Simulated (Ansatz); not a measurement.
The reference is GaCuSe$_{2}$ in the chalcopyrite structure (space group I-42d, No. 122; a = 5.570 Å, c = 11.075 Å).

Method: DFT with PBEsol, PAW potentials and a 420 eV plane-wave cutoff in Ansatz (a quantum-chemistry and plane-wave program), scalar-relativistic without spin-orbit coupling.

Base values:

| Quantity | Value |
|---|---|
| Band gap | 0.12 eV |

Perturbation: cell and atoms relaxed at a pressure of 4.5 GPa.

Problem. Estimate the effect on the electron mass.

Solution. The electron mass amounts to 0.044 mₑ along c, 0.052 mₑ across (at Γ).

Problem. Estimate the effect on the band gap.

Solution. The band gap rises by 0.24 eV (0.12 eV → 0.36 eV).

Load acts through the strain it causes; cell and atoms are relaxed under it. Masses are band curvatures over ±0.01 Å⁻¹ around the edge. No phonon test of stability was made. All final runs are without spin polarisation. The zero or small gap of GaCuSe2 can change with the level of theory.
